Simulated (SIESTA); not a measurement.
Troubleshooting SIESTA: a failed run on K₂GeI₆ (Fm-3m, 9 atoms in the cell). The aim is a self-consistent single point with DFT, GGA PBE, numerical atomic orbitals DZP, PseudoDojo PBE standard norm-conserving potentials (rewritten from UPF to PSML).

Cell that was meant: a = 7.8108 Å, b = 7.8108 Å, c = 7.8108 Å, α = 60.00°, β = 60.00°, γ = 60.00°.

Part of the input:

```
OccupationFunction           FD
ElectronicTemperature        1160.45 K

MaxSCFIterations             3
SCF.MustConverge             false
SCF.Mixer.Method             Pulay
SCF.Mixer.Weight             0.1
SCF.Mixer.History            6
```

The program printed (abridged):

```
        iscf     Eharris(eV)        E_KS(eV)     FreeEng(eV)     dDmax    Ef(eV) dHmax(eV)
   scf:    1    -6170.578557    -6172.475305    -6172.495160  1.206212 -4.392033  7.570398
   scf:    2    -6173.644853    -6173.104041    -6173.130990  0.084841 -4.434376  5.455125
   scf:    3    -6173.829430    -6173.651802    -6173.688389  0.180341 -4.464665  1.188847
SCF_NOT_CONV: SCF did not converge  in maximum number of steps.
SCF_NOT_CONV: SCF did not converge  in maximum number of steps.
Geom step, scf iteration, dDmax, dHmax:    0     3      0.180341     0.087379
Geom step, scf iteration, dDmax, dHmax:    0     3      0.180341     0.087379

Using DM_out to compute the final energy and forces

   [... lines left out ...]
siesta: FreeEng =     -6173.688389
siesta: Cell volume =        336.948570 Ang**3
siesta:          45.66770039         96.61024824  kBar
   [... lines left out ...]

Species: I
Atom  Qatom  Qorb
               5s      5s      5py     5pz     5px     5py     5pz     5px
               5Pdxy   5Pdyz   5Pdz2   5Pdxz   5Pdx2-y2
   4  6.812   1.664   0.116   1.735   1.735   1.420   0.030   0.030   0.002
              0.020   0.002   0.017   0.020   0.021
   5  6.812   1.664   0.116   1.735   1.735   1.420   0.030   0.030   0.002
   [... 9 lines left out ...]

mulliken: Qtot =       74.000

Mulliken Atomic Populations:
Atom #   charge [q] valence [e]  Species
     1    -0.291788    9.291788  K
     2    -0.291788    9.291788  K
     3    -0.547015   14.547015  Ge
     4     0.188432    6.811568  I
     5     0.188432    6.811568  I
     6     0.188432    6.811568  I
     7     0.188432    6.811568  I
     8     0.188432    6.811568  I
     9     0.188432    6.811568  I
 Total     0.000000
```

What caused this, and what should be changed?

The fault is an iteration limit that is too low, with the stop on failure switched off. The program then goes on with a density that is not self-consistent. To fix it, raise the limit and let the run stop on failure. The run ended unconverged after 3 iterations.

An input that runs soundly differs in these lines (not the only fix; some lines may just follow from the change or write a value another way):
```diff
-MaxSCFIterations             3
-SCF.MustConverge             false
+MaxSCFIterations             150
```

With that input, the run converged in 11 iterations: free energy E − TS -6173.7871 eV; Fermi level (on the code's own zero) -4.49 eV; pressure 4.64 GPa; largest force (vector length) 1.838 eV/Å (DFT, GGA PBE, numerical atomic orbitals DZP, PseudoDojo PBE standard norm-conserving potentials (rewritten from UPF to PSML)).

On the sound input: the starting cell was generated: these elements placed on a structure prototype, without a prior relaxation; it need not be a known phase or ordering of this composition. Values carry the incompleteness of an atom-centred basis. With a pressure of about 5 GPa the cell is away from its equilibrium volume at this level. Forces in this geometry exceed 1 eV/Å. The run gives no clean gap (levels at the Fermi energy touch, overlap or are partly filled at this smearing), which alone does not show that the compound is a metal.
